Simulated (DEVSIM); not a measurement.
System: abrupt GaAs p-n junction, at 300 K.

Layer 1 from the left is GaAs, thickness (μm) 3.40, Na (cm⁻³) 1.5e17, τn (s) 1.1e-9, τp (s) 1.1e-9. Layer 2 from the left is GaAs, thickness (μm) 160, Nd (cm⁻³) 3.8e14, τn (s) 1.1e-9, τp (s) 1.1e-9.

Left contact: ohmic. Right contact: ohmic. Voltage is applied to the left contact. Recombination: SRH at mid-gap. Mobility is μmin + (μ − μmin)/(1 + (N/Nref)^α).

Constants are typed, rounded textbook-type inputs, not results; the design itself was drawn at random and stands for no fabricated device. Values at 300 K.

GaAs: gap (eV) 1.424, affinity (eV) 4.07, permittivity 12.9, Nc (cm⁻³) 4.7e17, Nv (cm⁻³) 9e18, μn (cm²/Vs) 8500, μp (cm²/Vs) 400, μn,min 500, μp,min 20, Nref,n 6e16, Nref,p 1.5e17, αn 0.39, αp 0.38.

Problem. Estimate by hand the built-in potential, the peak field at zero bias, the capacitance at -0.6 V, and compare with a numerical solution.

Solution. 
- Built-in potential: ni = √(Nc Nv) exp(−Eg/2kT) = 2250000 cm⁻³ with Eg = 1.424 eV; Vbi = kT/q ln(Na Nd/ni²) = 1.134 V; numerical 1.134 V.
- Peak field at zero bias: depletion approximation: W = √(2εVbi/(qN)) = 2.07 μm with N = 3.79e14 cm⁻³; field = 2Vbi/W = 11000 V/cm; numerical 21800 V/cm (estimate below by 50 %).
- Capacitance at -0.6 V: C = √(qεN / 2(Vbi + |V|)) = 4.47 nF/cm²; numerical 4.60 nF/cm² (estimate below by 2.7 %).

DEVSIM, 1D drift-diffusion, Boltzmann statistics, complete ionisation; no tunnelling, impact ionisation, image-force lowering or self-heating.
